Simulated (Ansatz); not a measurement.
The reference is SiC in the wurtzite structure (space group P6_3mc, No. 186; a = 3.0760 Å, c = 5.0478 Å). Axes: x lies along a and z along c of the hexagonal cell.

Perturbation: strain tensor (xx, yy, zz, yz, xz, xy) = (+0.26, −1.81, +0.34, +0.62, +0.29, −0.75) %; the atoms relax in the strained cell.

Levels (all Ansatz, a program for electronic structure, PAW, earlier PAW set): PBEsol (420 eV, scalar-relativistic without spin-orbit coupling); r2SCAN (500 eV, no spin-orbit coupling); HSE06 (420 eV, spin-orbit coupling left out); PBEsol+SOC (420 eV, noncollinear with spin-orbit coupling).

One geometry, relaxed with PBEsol, under each level:

The valence-band top lists the three highest levels at Γ (Kramers pairs under SOC), from the VBM.

| level | band gap | lowest conduction level above the VBM at special points | valence-band top at Γ | pressure |
|---|---|---|---|---|
| PBEsol | 1.89 eV | T 2.34 eV; Z 2.58 eV; R 2.86 eV; Y 2.92 eV | 0.00, -0.24, -0.37 eV | 2.86 GPa |
| r2SCAN | ? | ? | – | 2.90 GPa |
| HSE06 | 2.93 eV | T 3.42 eV; Z 3.66 eV; R 3.95 eV; Γ 6.03 eV | – | – |
| PBEsol+SOC | 1.89 eV | T 2.34 eV; Z 2.58 eV; R 2.86 eV; Y 2.92 eV | 0.00, -0.24, -0.37 eV | 2.85 GPa |

**Question.** Give the withheld r2SCAN results.

**Answer.** 
- r2SCAN, band gap: 2.41 eV
- r2SCAN, lowest conduction level above the VBM at special points: T 2.89 eV; Z 3.14 eV; R 3.38 eV; Y 3.49 eV

Single points use the geometry relaxed with PBEsol. Their cutoffs differ, which shifts pressures a little. HSE06 was sampled on its mesh, a few special points and the semilocal edge points, so its gap is an upper bound. The spin-orbit shifts are approximate. Whether these cells are dynamically stable was not tested. Labels are those of the standard path for the cell's own space group.
